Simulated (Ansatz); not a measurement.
# KTaO3, pressure series

Consider KTaO₃ in the cubic perovskite structure (space group Pm-3m, No. 221).

```
KTaO3
1.0
    4.02438     0.00000     0.00000
    0.00000     4.02438     0.00000
    0.00000     0.00000     4.02438
K Ta O
1 1 3
Cartesian
  0.00000   0.00000   0.00000
  2.01219   2.01219   2.01219
  0.00000   2.01219   2.01219
  2.01219   2.01219   0.00000
  2.01219   0.00000   2.01219
```

Cell and atoms are relaxed at each pressure.

Levels (all Ansatz, a first-principles code, PAW): PBE (420 eV, no SOC); r2SCAN (500 eV, spin-orbit coupling left out); HSE06 (420 eV, no SOC); PBE+SOC (420 eV, with spin-orbit coupling).

```json
[
 {"pressure (GPa)": "-2", "band gap, PBE (eV)": "2.14", "band gap, r2SCAN (eV)": "2.53", "band gap, HSE06 (eV)": "3.47", "band gap, PBE+SOC (eV)": "1.99"},
 {"pressure (GPa)": "-1", "band gap, PBE (eV)": "2.15", "band gap, r2SCAN (eV)": "2.54", "band gap, HSE06 (eV)": "3.49", "band gap, PBE+SOC (eV)": "2.01"},
 {"pressure (GPa)": "0", "band gap, PBE (eV)": "2.16", "band gap, r2SCAN (eV)": "2.56", "band gap, HSE06 (eV)": "3.50", "band gap, PBE+SOC (eV)": "2.02"},
 {"pressure (GPa)": "1.8", "band gap, PBE (eV)": "2.18", "band gap, r2SCAN (eV)": "2.58", "band gap, HSE06 (eV)": "3.53", "band gap, PBE+SOC (eV)": "2.04"},
 {"pressure (GPa)": "4.2", "band gap, PBE (eV)": "2.21", "band gap, r2SCAN (eV)": "2.61", "band gap, HSE06 (eV)": "3.56", "band gap, PBE+SOC (eV)": "2.07"},
 {"pressure (GPa)": "9", "band gap, PBE (eV)": "?", "band gap, r2SCAN (eV)": "?", "band gap, HSE06 (eV)": "?", "band gap, PBE+SOC (eV)": "?"},
 {"pressure (GPa)": "18", "band gap, PBE (eV)": "2.34", "band gap, r2SCAN (eV)": "2.77", "band gap, HSE06 (eV)": "3.73", "band gap, PBE+SOC (eV)": "2.20"}
]
```

Task: Fit E_g = E₀ + αP + βP² to the rows shown and predict the withheld row.

Result: Least squares on the printed values gives 

- PBE: E₀ = 2.16 eV, α = 11.4 meV/GPa, β = -0.083 meV/GPa² (largest residual 0.00 eV); this predicts 2.26 eV, and the run gives 2.26 eV, in agreement
- r2SCAN: E₀ = 2.56 eV, α = 13.3 meV/GPa, β = -0.077 meV/GPa² (largest residual 0.00 eV); this predicts 2.67 eV, and the run gives 2.67 eV, in agreement
- HSE06: E₀ = 3.50 eV, α = 14.7 meV/GPa, β = -0.11 meV/GPa² (largest residual 0.00 eV); this predicts 3.62 eV, and the run gives 3.63 eV, in agreement
- PBE+SOC: E₀ = 2.02 eV, α = 12.8 meV/GPa, β = -0.15 meV/GPa² (largest residual 0.00 eV); this predicts 2.12 eV, and the run gives 2.12 eV, in agreement.

Single points use the geometry relaxed with PBE. HSE06 gaps are upper bounds (no full band path). The spin-orbit shifts are approximate. Spin-orbit coupling, missing from the scalar runs, can matter with Ta. Load acts through the strain it causes; cell and atoms are relaxed under it. Stability against distortions was not tested. Competing high-pressure phases were not computed.
